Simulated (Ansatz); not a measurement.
# ZrSe2, response to strain

The parent structure is ZrSe2 in the CdI2 type structure (space group P-3m1, No. 164; layered, stacked along the Cartesian z axis; relaxed with 0.1 eV smearing).

```
ZrSe2
1.0
    3.65982     0.00000     0.00000
   -1.82991     3.16950     0.00000
    0.00000     0.00000     5.84124
Zr Se
1 2
Direct
  0.00000   0.00000   0.00000
  0.33333   0.66667   0.27535
  0.66667   0.33333   0.72465
```

Cartesian axes are those of the cell as printed.

Strains are applied to the cell and any free atomic positions relax; under biaxial strain the out-of-plane vector relaxes too.

The values are results of PBEsol-D3(BJ) (Ansatz, a quantum-chemistry and plane-wave program, PAW, spin-orbit coupling left out), not measurements.

Notes on the quantities. pressure: mean of the normal stresses, compression positive.

```tsv
variant	pressure	out-of-plane strain	shortest interatomic distance
base	0.0 GPa	–	265.5 pm
biaxial strain −3.00 %, plane normal [001], relaxed out of plane	2.8 GPa	+1.25 %	263.9 pm
biaxial strain −2.50 %, plane normal [001], relaxed out of plane	2.3 GPa	+1.03 %	264.1 pm
biaxial strain −1.00 %, plane normal [001], relaxed out of plane	0.9 GPa	+0.40 %	264.9 pm
biaxial strain −0.50 %, plane normal [001], relaxed out of plane	0.4 GPa	+0.21 %	265.2 pm
biaxial strain +0.50 %, plane normal [001], relaxed out of plane	-0.4 GPa	-0.20 %	265.9 pm
biaxial strain +1.50 %, plane normal [001], relaxed out of plane	-1.3 GPa	-0.61 %	266.5 pm
biaxial strain +2.00 %, plane normal [001], relaxed out of plane	-1.7 GPa	-0.82 %	266.8 pm
biaxial strain +2.50 %, plane normal [001], relaxed out of plane	-2.1 GPa	-1.02 %	267.2 pm
biaxial strain +3.00 %, plane normal [001], relaxed out of plane	[?]	[?]	[?]
```

### Question
What belongs in the blanks?

### Answer

- biaxial strain +3.00 %, plane normal [001], relaxed out of plane, pressure: -2.4 GPa
- biaxial strain +3.00 %, plane normal [001], relaxed out of plane, out-of-plane strain: -1.23 %
- biaxial strain +3.00 %, plane normal [001], relaxed out of plane, shortest interatomic distance: 267.5 pm

Whether these cells are dynamically stable was not tested. The final runs are not spin-polarised.
